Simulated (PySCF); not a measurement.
PySCF 2.14.0, unrestricted BP86/def2-svp, df: Cd(Me)2 anion ([CH3][Cd][CH3]), charge -1, multiplicity 2, 9 atoms. The geometry is a generated start, not checked to be a minimum at this level.

```
Quantity                                            Result
-------------------------  -------------------------------
task                                                energy
method                                                bp86
basis                                             def2-svp
two-electron scheme                        density fitting
mol.max_memory                                     3000 MB
mf.max_cycle                                           100
mf.init_guess                              minao (default)
mf.DIIS                                    CDIIS (default)
mf.diis_space                                  8 (default)
mf.conv_tol                                1e-09 (default)
mf.grids.level                                 3 (default)
effective core potentials  those of the basis set, past Kr
basis functions                                         89
grid points                                         109480
```

```xyz
9

Cd     0.0215    -0.0080     0.0241
C      1.6966     0.2629    -1.3945
H      2.4129    -0.5560    -1.3201
H      2.2300     1.1936    -1.1981
H      1.3315     0.2963    -2.4217
C     -1.6945    -0.2637     1.3966
H     -2.2472    -1.1749     1.1646
H     -2.3857     0.5766     1.3150
H     -1.3652    -0.3269     2.4342
```

Charge -1 and multiplicity 2 are set for this test and not shown to be the ground state.

One run each on 2 threads, 1 BLAS thread. Values of level_shift (Hartree) tried: 0 (default), 0.1, 0.3, 1.

### Question
Which value of level_shift (Hartree) needs the fewest Fock builds, and what happens away from it?

### Answer
Fewest Fock builds: 0 (default) with 30. The run ends without SCF convergence in 100 cycles at 0.1, 0.3, 1.

```
level_shift (Hartree)  Fock builds             end
---------------------  -----------  --------------
0 (default)                     30   same solution
0.1                            101  no convergence
0.3                            101  no convergence
1                              101  no convergence
```
